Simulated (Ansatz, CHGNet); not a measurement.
For AlB2-type TiB₂, the machine-learned potential CHGNet-r²SCAN (trained on r²SCAN data) gives:

```
Item                   Value
-------------------  -------
lattice parameter a  3.022 Å
c axis length        3.236 Å
```

Question: What does r²SCAN in Ansatz (plane waves, PAW) give for the same quantities?

Answer: 
- lattice constant a: 3.025 Å (grows by 0.1 %)
- lattice parameter c: 3.222 Å (drops by 0.4 %)

For comparison: lattice constant a 3.029 Å (measured, 293 K, no zero-point or thermal correction; as tabulated in R. G. Munro, J. Res. NIST 105, 709 (2000), Material Properties of Titanium …); lattice parameter c 3.229 Å (measured, 293 K, no zero-point or thermal correction; as tabulated in R. G. Munro, J. Res. NIST 105, 709 (2000), Material Properties of Titanium …).

Changes are worked out from the printed values.

Unless a cell is named, each level is at its own relaxed cell (CHGNet-r²SCAN 8.53, r²SCAN 8.51 Å³/atom).

Ansatz's density-functional and Hartree–Fock values are scalar-relativistic unless marked +SOC, with PAW data made under PBE.

Ansatz is a program for electronic structure.
